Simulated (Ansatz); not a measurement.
Results of r²SCAN in Ansatz (plane waves, PAW) for LaTiO2N (P2₁, No. 4, 20 atoms in the cell; start mp-775918).

Settings: plane-wave cutoff 560 eV, 6×6×4 k mesh (along the axes of the cell as run), Fermi–Dirac smearing 0.01 eV, no spin polarisation, scalar-relativistic PAW data made under PBE.

Cell (relaxed at this level):

```
LaTiNO2
1.0
    5.54331     0.00000    -0.01684
    0.00000     5.55797     0.00000
   -0.03684     0.00000     7.99247
La Ti N O
4 4 4 8
Direct
  0.24842   0.51271   0.24162
  0.75158   0.01271   0.75838
  0.24769   0.50451   0.75720
  0.75231   0.00451   0.24280
  0.73488   0.50960   0.00272
  0.26512   0.00960   0.99728
  0.75095   0.50758   0.48539
  0.24905   0.00758   0.51461
  0.45687   0.28789   0.01334
  0.54313   0.78789   0.98666
  0.75584   0.52575   0.25412
  0.24416   0.02575   0.74588
  0.54787   0.20019   0.48574
  0.45213   0.70019   0.51426
  0.95185   0.19062   0.01314
  0.04815   0.69062   0.98686
  0.05179   0.29971   0.48532
  0.94821   0.79971   0.51468
  0.76282   0.46150   0.74830
  0.23718   0.96150   0.25170
```

Problem. Give the computed band gap.

Solution. 
* **band gap**: 1.58 eV

Spin–orbit coupling is not included.

Computed values are for the static lattice.

A start named mp-… is a Materials Project structure, which need not be a measured phase.

Ansatz is a quantum-chemistry and plane-wave program.
